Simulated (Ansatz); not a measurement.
LiSrH₃ (model structure, started from the BaLiH3 type, Pm-3m, No. 221, 5 atoms in the cell) was calculated with G0W0@PBEsol (hard PAW, contour deformation, complete-basis limit; Ansatz, an electronic-structure program).

Run with largest k mesh 8×8×8 (not extrapolated in the mesh).

Cell (relaxed with PBEsol):

```cif
data_H3LiSr
_chemical_formula_sum 'Sr1 Li1 H3'
_space_group_name_H-M_alt 'Pm-3m'
_space_group_IT_number 221
_space_group_name_Hall '-P 4 2 3'
_cell_length_a 3.75225
_cell_length_b 3.75225
_cell_length_c 3.75225
_cell_angle_alpha 90.000
_cell_angle_beta 90.000
_cell_angle_gamma 90.000
loop_
_atom_site_label
_atom_site_type_symbol
_atom_site_symmetry_multiplicity
_atom_site_Wyckoff_symbol
_atom_site_fract_x
_atom_site_fract_y
_atom_site_fract_z
_atom_site_occupancy
Sr1 Sr 1 a 0.00000 0.00000 0.00000 1
Li1 Li 1 b 0.50000 0.50000 0.50000 1
H1 H 3 c 0.00000 0.50000 0.50000 1
```

### Question
What does this level give for the band gap?

### Answer

- band gap: 3.53 eV

Note: the relaxation could raise the start's symmetry but not lower it, so the cell can be a saddle point; the gap holds a correction of +0.14 eV to the complete basis.

Spin–orbit coupling is not included.

Computed values are for the static lattice.

A model structure was made by putting elements into a prototype or built by hand; it is no filed structure, need not be a known phase, and can be a saddle point held by its symmetry.
